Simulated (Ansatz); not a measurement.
Start from SrTiO$_{3}$ in the cubic perovskite structure (space group Pm-3m, No. 221; a = 3.8542 Å).

Method: Ansatz (a quantum-chemistry and plane-wave program), LDA, PAW, cutoff 420 eV, scalar-relativistic without spin-orbit coupling.

Strains are applied to the cell and any free atomic positions relax.

One change was made to it. Results:

The energy rises by 2.3 meV/atom; the mean gap deformation potential ΔEg/Δln V comes out as -1.7 eV; the width of the top valence band increases by 0.03 eV to 1.10 eV.

Task: What was done to the base?
A. isotropic strain −2.40 %
B. isotropic strain −0.60 %
C. isotropic strain −1.20 %
D. isotropic strain −3.00 %
E. isotropic strain −1.80 %

Result: B, isotropic strain −0.60 %. For comparison, the energy relative to the base in the other runs: isotropic strain −1.80 % gives +22 meV/atom; isotropic strain −3.00 % gives +65 meV/atom; isotropic strain −2.40 % gives +41 meV/atom; isotropic strain −1.20 % gives +9.7 meV/atom.

Whether these cells are dynamically stable was not tested. The final runs are not spin-polarised. Many cubic perovskites are stable only at high temperature; tilts and polar distortions were not tested.
